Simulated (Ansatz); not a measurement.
An Ansatz (a program for electronic structure) input (Ansatz PBEsol-D3(BJ), no SOC):

Ansatz 0.2 input:
```yaml
crystal:
  lattice:
    - [2.5004619379, 0, 0]
    - [-1.250230969, 2.1654635594, 0]
    - [0, 0, 6.3347484081]
  atoms:
    - { symbol: B, position: [0.6666666667, 0.3333333333, 0.25] }
    - { symbol: B, position: [0.3333333333, 0.6666666667, 0.75] }
    - { symbol: N, position: [0.3333333333, 0.6666666667, 0.25] }
    - { symbol: N, position: [0.6666666667, 0.3333333333, 0.75] }
basis: { ecutwfc: 420, ecutrho_ratio: 4, xc_grid: 2, fft_grid_basis: typed }
kpoints: { mp_grid: { grid: [15, 15, 5] } }
hamiltonian:
  xc: pbesol
  dispersion: d3bj
  pseudopotentials: { kind: paw }
scf: { occupations: { method: fermi_dirac, width: 0.05 }, convergence: { dr2_threshold: 0.0000000004 } }
relax: { f_tol: 0.005, max_steps: 50 }
output: { forces: true, stress: true }
checkpoint: { write: state.ck, write_every: 1000 }
```

Problem. Which symmetry and how many k-points will the program report, and about how many plane waves at Γ?

Solution. Space group P63/mmc (ITA 194) with 24 operations, k-points 81 of 1125, and 663 plane waves at Γ.

The cells carry an imposed strain or load. Stability against distortions was not tested. The cell was made from BN (space group P6_3/mmc, No. 194; layered, stacked along the Cartesian z axis) by this change: uniaxial strain ε_zz = −1.20 %.
